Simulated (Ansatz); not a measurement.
Consider interstitial Ca in wurtzite GaN, charge state +2. Calculation: PBE, PAW (plane waves to 420 eV; Ansatz, a first-principles code).

Cell of 72 host sites held at the relaxed PBE lattice; a 2×2×2 k-point mesh shifted by half a step along c; Fermi-Dirac width 0.01 eV, spin-restricted; finite-size errors left in. Static, classical nuclei. The charge state is imposed; whether it is stable for some Fermi level was not computed. Sites that were not tried may lie lower.

The step: one Ca atom jumps by itself. Atoms about the jump, Cartesian Å from the middle of the jump, before and after:

```csv
atom,x0,y0,z0,x1,y1,z1
Ca1,0.00,0.00,1.31,0.00,0.00,-1.31
N2,1.60,-0.92,-0.32,1.66,-0.95,-0.32
N3,0.00,1.84,-0.32,0.00,1.91,-0.32
N4,-1.60,-0.92,-0.32,-1.66,-0.95,-0.32
Ga5,-1.82,1.05,0.12,-1.72,0.99,0.44
Ga6,1.82,1.05,0.12,1.72,0.99,0.44
Ga7,0.00,-2.10,0.12,0.00,-1.98,0.44
Ga8,1.62,-0.94,-2.32,1.82,-1.05,-2.51
Ga9,0.00,1.87,-2.32,0.00,2.10,-2.50
N10,1.66,0.95,2.31,1.62,0.94,2.35
Ga11,-1.62,-0.94,-2.32,-1.82,-1.05,-2.50
N12,0.00,-1.91,2.31,0.00,-1.87,2.35
N13,-1.66,0.95,2.31,-1.62,0.94,2.35
```

Question: Where do these atoms stand at the saddle point, and how high is it?

Answer: 
```tsv
atom	x	y	z
Ca1	0.14	0.00	-0.14
N2	1.99	-0.88	-0.41
N3	-0.24	2.03	-0.40
N4	-1.74	-1.00	-0.31
Ga5	-1.87	1.25	0.41
Ga6	2.35	0.76	0.55
Ga7	-0.49	-2.30	0.54
Ga8	1.73	-0.93	-2.37
Ga9	-0.06	1.94	-2.35
N10	1.64	0.89	2.30
Ga11	-1.66	-0.95	-2.35
N12	-0.05	-1.86	2.32
N13	-1.63	0.95	2.29
```
It lies 2.85 eV above the start and 2.85 eV above the end. The saddle point's order was not checked. Symmetry-equivalent saddle points exist between the same ends.
